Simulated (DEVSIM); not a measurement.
Structure: W/SiO2/n-InP capacitor, at 300 K.

```csv
layer (left to right),material,thickness (nm),Nd (cm⁻³)
1,SiO2,32.0,-
2,InP,20000,1e15
```

Metal gate on the left, work function 4.6 eV. Fixed charge at the semiconductor interface -2.9e10 cm⁻² (in units of +e); interface traps 5.3e11 cm⁻² eV⁻¹, uniform in energy, neutral level at 0.3 of the gap above the valence band.

This is a model device: material constants are rounded textbook-type values typed into the input, and sizes, dopings and lifetimes were drawn at random. Values at 300 K.

| parameter | SiO2 | InP |
|---|---|---|
| gap (eV) | 9 | 1.344 |
| affinity (eV) | 0.9 | 4.38 |
| permittivity | 3.9 | 12.5 |
| Nc (cm⁻³) | - | 5.7e17 |
| Nv (cm⁻³) | - | 1.1e19 |

DEVSIM, 1D Poisson equation in equilibrium, Boltzmann statistics, complete ionisation; no quantum confinement or tunnelling. Metal contacts follow the ideal Schottky-Mott rule: no Fermi-level pinning, no interface dipoles.

Question: Tabulate band edges, carrier densities and field at -1.4 V on the gate.

Answer: Energies count from the Fermi level of the right contact; mesh points crowd at the junctions.

```csv
x (μm),Ec (eV),Ev (eV),n (cm⁻³),p (cm⁻³),field (V/cm)
0.000,5.100,-3.900,< 1e2,< 1e2,-130000
0.002065,5.073,-3.927,< 1e2,< 1e2,-130000
0.007260,5.005,-3.995,< 1e2,< 1e2,-130000
0.01983,4.841,-4.159,< 1e2,< 1e2,-130000
0.02955,4.713,-4.287,< 1e2,< 1e2,-130000
0.03181,4.684,-4.316,< 1e2,< 1e2,-130000
0.03364,1.198,-0.147,< 1e2,3.8e16,-24000
0.04208,1.179,-0.165,< 1e2,1.8e16,-21000
0.06192,1.142,-0.202,< 1e2,4.4e15,-18000
0.1197,1.047,-0.297,< 1e2,1.1e14,-16000
0.2766,0.817,-0.527,11000,1.6e10,-13000
1.017,0.215,-1.129,1.4e14,< 1e2,-2900
2.852,0.164,-1.180,1.0e15,< 1e2,≈ 0
8.100,0.164,-1.180,1.0e15,< 1e2,≈ 0
16.77,0.164,-1.180,1.0e15,< 1e2,≈ 0
18.89,0.164,-1.180,1.0e15,< 1e2,≈ 0
19.63,0.164,-1.180,1.0e15,< 1e2,≈ 0
19.89,0.164,-1.180,1.0e15,< 1e2,≈ 0
20.00,0.164,-1.180,1.0e15,< 1e2,≈ 0
20.02,0.164,-1.180,1.0e15,< 1e2,≈ 0
20.03,0.164,-1.180,1.0e15,< 1e2,≈ 0
20.03,0.164,-1.180,1.0e15,< 1e2,≈ 0
```
